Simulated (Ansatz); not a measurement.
## TiAl (space group P4/mmm, No. 123)

```
TiAl
1.0
    2.81288     0.00000     0.00000
    0.00000     2.81288     0.00000
    0.00000     0.00000     4.05874
Al Ti
1 1
Direct
  0.50000   0.50000   0.50000
  0.00000   0.00000   0.00000
```

Level of theory: Ansatz (a first-principles code) r2SCAN, without spin-orbit coupling, earlier PAW set. Settings: 16×16×12 k-points, 0.05 eV Fermi–Dirac smearing.

| Item | Result |
|---|---|
| Volume per atom | 16.06 Å³ |
| Density | 3.87 g/cm³ |
| Band gap | zero |
| Total energy | -1522.845 eV/atom (σ→0; compares only within this code and set-up) |

Stability against distortions was not tested. All final runs are without spin polarisation.
